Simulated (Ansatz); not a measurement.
The reference is SiC in the zinc blende structure (space group F-43m, No. 216).

```xyz
2
Lattice="0.0000 2.1783 2.1783 2.1783 0.0000 2.1783 2.1783 2.1783 0.0000" Properties=species:S:1:pos:R:3 pbc="T T T"
C      3.2675     3.2675     3.2675
Si     0.0000     0.0000     0.0000
```

Cartesian axes are those of the cell as printed.

The values are results of r2SCAN (Ansatz, a program for electronic structure, PAW, scalar-relativistic without spin-orbit coupling), earlier PAW set, not measurements.

The change: compressive biaxial strain of 1.21 % in the plane normal to [001], as in epitaxy on a mismatched substrate; the out-of-plane cell vector and the atoms relax.

### Question
What happens to the in-plane stress?

### Answer
The mean in-plane stress (compression positive) is +5.8 GPa.

### Question
Predict the new energy relative to the base.

### Answer
The energy increases by 4.5 meV/atom.

Whether these cells are dynamically stable was not tested.
